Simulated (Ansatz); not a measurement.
Consider Au in the fcc (Cu type) structure (space group Fm-3m, No. 225; a = 4.1245 Å; relaxed with 0.1 eV smearing). Axes: x, y, z lie along the cube axes.

Level of theory: r2SCAN (Ansatz, a first-principles code, PAW, spin-orbit coupling left out).

The change: the cell is stretched by 0.50 % along z with no lateral relaxation; the atoms relax in the strained cell.

Task: Predict the new stress and energy relative to the base.

Result: The stress (xx, yy, zz, yz, xz, xy; compression positive) is (-0.7, -0.7, -0.8, 0.0, 0.0, 0.0) GPa; the energy hardly moves.

Stability against distortions was not tested.
